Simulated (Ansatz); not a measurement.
**Several settings converged on the (001) slab of KMgF3 (cut from a parent of space group no. 221; 10 atoms in the cell)**

```xyz
10
Lattice="4.0099 0.0000 0.0000 0.0000 4.0099 0.0000 0.0000 0.0000 20.0149" Properties=species:S:1:pos:R:3 pbc="T T T"
K      0.0000     0.0000     9.0050
Mg     2.0050     2.0050     7.0000
F      2.0050     0.0000     7.0000
F      0.0000     2.0050     7.0000
F      2.0050     2.0050     9.0050
K      0.0000     0.0000    13.0149
Mg     2.0050     2.0050    11.0100
F      2.0050     0.0000    11.0100
F      0.0000     2.0050    11.0100
F      2.0050     2.0050    13.0149
```

Base method: LDA (PW92), default PAW files made with PBE (plane waves; Ansatz, a quantum-chemistry and plane-wave program).

Base settings: basis.ecutwfc = 30.9 Ry; kpoints.mp_grid.grid = 6 6 1; hamiltonian.xc = lda; hamiltonian.pseudopotentials = {kind: paw} (the program's default PAW files); scf.occupations.method = fermi_dirac; scf.occupations.width = 0.0015 Ry.

The count of work is k-points × plane waves × bands × iterations; it is no time. Core times come from one kind of shared machine, to one figure; runs under 30 s give none.

**The vacuum**

The mesh stays at the base's, so the ladder's end is converged at best in this setting alone.

Only quantities that move along the ladder and can be compared are tabulated.

```tsv
vacuum between outermost atoms (Å)	free energy less the last step's (meV/atom)	largest difference of a force vector from the last step's (eV/Å)	gap on the mesh (eV)	count of work / last
3.0	-45.59	0.598	5.718	0.29
4.0	-9.61	0.139	5.102	0.36
5.0	-2.09	0.078	5.047	0.35
6.0	-0.58	0.067	5.161	0.38
7.0	-0.31	0.057	5.288	0.36
8.0	-0.24	0.049	5.390	0.39
10.0	-0.12	0.037	5.505	0.44
12.0	-0.16	0.028	5.558	0.57
14.0	-0.07	0.022	5.586	0.63
17.0	-0.07	0.015	5.611	0.64
20.0	-0.06	0.010	5.614	0.72
25.0	-0.01	0.004	5.615	0.86
30.0	0.00	0.000	5.615	1.0
```

Smallest vacuum between outermost atoms (Å) that holds the gap on the mesh within 0.05 eV of the last step, with all finer ones: 14.0; the step before is off by 0.057 eV.

Smallest vacuum between outermost atoms (Å) that holds the free energy within 0.5 meV/atom of the last step, with all finer ones: 7.0, at 0.36 of the last step's count of work; the step before is off by 0.58 meV/atom.

**The k-point mesh**

Only quantities that move along the ladder and can be compared are tabulated.

```tsv
kpoints.mp_grid.grid	free energy less the last step's (meV/atom)	gap on the mesh (eV)	count of work / last
2 2 1	2.52	5.578	0.073
3 3 1	0.22	5.600	0.083
4 4 1	0.01	5.586	0.17
5 5 1	0.01	5.589	0.17
6 6 1	0.02	5.586	0.28
7 7 1	-0.02	5.586	0.28
8 8 1	-0.01	5.586	0.42
10 10 1	0.00	5.586	0.58
11 11 1	0.00	5.585	0.58
13 13 1	-0.01	5.585	0.78
15 15 1	0.00	5.585	1.0
```

Coarsest kpoints.mp_grid.grid that holds the free energy within 2 meV/atom of the last step, with all finer ones: 3 3 1, at 0.083 of the last step's count of work; the step before is off by 2.5 meV/atom.

**The depth of the slab**

On a (001) slab of KMgF3 (cut from a parent of space group no. 221; 5 atoms in the cell), and deeper slabs.

The mesh stays at the base's, so the ladder's end is converged at best in this setting alone.

Only quantities that move along the ladder and can be compared are tabulated.

| atoms | gap on the mesh (eV) | count of work / last | core time / last (rough) |
|---|---|---|---|
| 5 | 5.446 | 0.050 | – |
| 10 | 5.586 | 0.14 | – |
| 15 | 5.541 | 0.26 | – |
| 20 | 5.493 | 0.40 | 0.3 |
| 25 | 5.453 | 0.57 | 0.5 |
| 30 | 5.420 | 0.77 | 0.7 |
| 35 | 5.392 | 1.0 | 1 |

Smallest size that holds the gap on the mesh within 0.05 eV: not settled: the last two steps still differ by 0.028 eV, over half the tolerance, so the ladder does not show it.

On the base run: the starting cell has typed, rounded lattice constants, without a prior relaxation at this level. The slab is cut from that crystal, and its faces are unrelaxed. Its lattice was rescaled by up to half a per cent. Spin polarisation is off, though cut faces can carry moments; a gap of a slab can lie between surface states. The two faces of this cut differ, and no dipole correction was used. In the base run, forces exceed 1 eV/Å.

Keys are those of Ansatz 0.2.
